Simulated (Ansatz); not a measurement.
Start from Si in the diamond structure (space group Fd-3m, No. 227; a = 5.402 Å). Axes: x, y, z lie along the cube axes.

Structures relaxed with LDA, PAW, 420 eV (Ansatz, a quantum-chemistry and plane-wave program; scalar-relativistic without spin-orbit coupling).

Base:

Simulated powder pattern, Cu Kα1, λ = 1.54056 Å (kinematic, ideal powder, no thermal factors, no anomalous dispersion; the 14 strongest lines at most, above 2 %, up to 2θ = 90°):

```
2θ (°)  I/Imax (%)    hkl
------  ----------  -----
28.60          100  (111)
47.57           67  (220)
56.45           40  (311)
69.55           11  (400)
76.86           16  (331)
88.62           23  (422)
```

After one change:

Simulated powder pattern, Cu Kα1, λ = 1.54056 Å (kinematic, ideal powder, no thermal factors, no anomalous dispersion; the 14 strongest lines at most, above 2 %, up to 2θ = 90°):

```
2θ (°)  I/Imax (%)
------  ----------
28.80          100
47.57           23
48.09           44
56.56           27
57.48           13
69.55          7.3
71.18          3.4
76.95          5.5
77.74           11
89.00           16
```

Q: Which of these changes matches the shifts?
A. uniaxial strain ε_zz = +3.00 %
B. uniaxial strain ε_zz = −2.00 %
C. uniaxial strain ε_zz = +0.50 %
D. uniaxial strain ε_zz = −3.00 %

A: B, uniaxial strain ε_zz = −2.00 %. Its volume per atom is 19.31 Å³ against 19.71 Å³, and its space group is I4_1/amd (No. 141).

Whether these cells are dynamically stable was not tested.
